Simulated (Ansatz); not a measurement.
Start from Si in the diamond structure (space group Fd-3m, No. 227; a = 5.444 Å).

Levels (all Ansatz, a program for electronic structure, PAW, earlier PAW set): r2SCAN (500 eV, scalar-relativistic without spin-orbit coupling); HSE06 (420 eV, no spin-orbit coupling).

Its gap is 0.78 eV with r2SCAN and 1.14 eV with HSE06.

It is then changed as follows: Ge replaces 87.5 % of the Si, ordered in a cell of 8 atoms (starting symmetry Amm2) and fully relaxed.

With r2SCAN the gap becomes 0.45 eV.

If the HSE06 correction stayed the same, what would the HSE06 gap be, and what does the HSE06 run give?

A rigid correction of +0.36 eV gives 0.81 eV. The HSE06 run gives 0.79 eV, so the two effects roughly add.

Single points use the geometry relaxed with r2SCAN. HSE06 gaps are upper bounds (no full band path). Each cell is one ordered arrangement of few atoms, which overstates ordering effects compared with a random alloy. Stability against distortions was not tested.
